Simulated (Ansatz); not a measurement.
System: Tb₅Ge₃ (P6₃/mcm, No. 193). Method: r²SCAN-D4 (PAW; Ansatz, a first-principles code).

Numerical settings: plane-wave cutoff 500 eV, 6×6×6 k mesh, Fermi–Dirac smearing 0.05 eV, spin-polarised start, scalar-relativistic PAW data made under PBE.

Computed at the level's own relaxed cell.

Question: What does this level give for the volume per atom, lattice parameter a and c axis length?

Answer: 
* **volume per atom**: 25.16 Å³/atom
* **lattice parameter a**: 8.575 Å
* **c axis length**: 6.321 Å

Note: the magnetic order was assumed, not searched for or taken from measurement; the 4f shell is treated without U or exact exchange, so its levels and filling can be wrong.

Spin–orbit coupling is not included.

Computed values are for the static lattice.

It cost about 2.2 core-hours (a rough figure) of CPU time.
